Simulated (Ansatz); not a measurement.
Start from InAs in the zinc blende structure (space group F-43m, No. 216; a = 6.108 Å). Axes: x, y, z lie along the cube axes.

The values are results of DFT with r2SCAN, PAW potentials and a 500 eV plane-wave cutoff in Ansatz (a first-principles code), no spin-orbit coupling, earlier PAW set, not measurements.

Strains are applied to the cell and any free atomic positions relax; under biaxial strain the out-of-plane vector relaxes too.

One change was made to it. Results:

| quantity | base | after |
|---|---|---|
| band gap | 0.08 eV | zero |
| energy relative to the base (free energy F) | 0 meV/atom | +4.9 meV/atom |

Problem. What was done to the base?
A) strain tensor (xx, yy, zz, yz, xz, xy) = (+0.91, +0.31, +1.45, +0.25, −0.94, −0.23) %
B) tensor shear ε_xz = −0.19 %
C) biaxial strain −0.20 %, plane normal [110], relaxed out of plane
D) isotropic strain +2.79 %

Solution. A, strain tensor (xx, yy, zz, yz, xz, xy) = (+0.91, +0.31, +1.45, +0.25, −0.94, −0.23) %. For comparison, the energy relative to the base in the other runs: tensor shear ε_xz = −0.19 % gives 0.0 meV/atom; isotropic strain +2.79 % gives +32 meV/atom; biaxial strain −0.20 %, plane normal [110], relaxed out of plane gives +0.1 meV/atom.

The mesh was chosen for an insulator and is coarse for the gapless case. Whether these cells are dynamically stable was not tested. The final runs are not spin-polarised. A zero or small gap of InAs can be the functional's error rather than a property of the material.
